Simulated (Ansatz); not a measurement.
Relaxation of the outer planes of the (101) surface of tetragonal WSi2 in its 1x1 cell (cut with top plane W, bottom plane W), outermost plane spacing 1.00 Å in the ideal cut (one of several cuts of this face), with 1 W a cell over the bulk's ratio.

The numbers are results of PBE (plane waves to 420 eV, PAW; Ansatz, a quantum-chemistry and plane-wave program), not measurements.

Slab: 13 atoms, Si8W5, 11.9 Å thick at the start; k 12x9x1, smearing 0.1 eV, dipole-corrected; all atoms relaxed; held to the part of the start's symmetry that mesh and held atoms allow; no spin, no spin-orbit, no U.

| plane | atoms | bulk spacing to the next (Å) | relaxed spacing (Å) | change (%) | rumpling (Å) |
|---|---|---|---|---|---|
| 1 | W | 0.999 | ___ | ___ | 0.00 |
| 2 | Si | 0.988 | 1.048 | 6.1 | 0.00 |

Problem. What belongs in the gaps?

Solution. 
- 1, relaxed spacing (Å): 0.754
- 1, change (%): -24.5
